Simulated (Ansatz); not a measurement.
Take CdTe in the zinc blende structure (space group F-43m, No. 216; a = 6.409 Å) as the base. Axes: x, y, z lie along the cube axes.

Level of theory: LDA (Ansatz, a first-principles code; PAW; 420 eV plane waves; no spin-orbit coupling).

Now apply this change: uniaxial strain ε_zz = +3.00 %, all other strain components held at zero, atoms relaxed at fixed cell.

Task: Predict the stress tensor and what it implies for the stiffness.

Result: Stress of the strained cell less that of the base (GPa, compression positive):
```
  -1.08    0.00    0.00
   0.00   -1.08    0.00
   0.00    0.00   -1.69
```

Then −Δσ_ii/ε with ε = 0.0300 gives secant stiffness values (nonlinear terms included at this strain): C33 ≈ 56 GPa, C13 ≈ 36 GPa and C23 ≈ 36 GPa.

As a check, the harmonic strain energy −½ V₀ Δσ:ε is 5.2 meV/atom; the computed energy rise is 5.3 meV/atom.

No phonon test of stability was made.
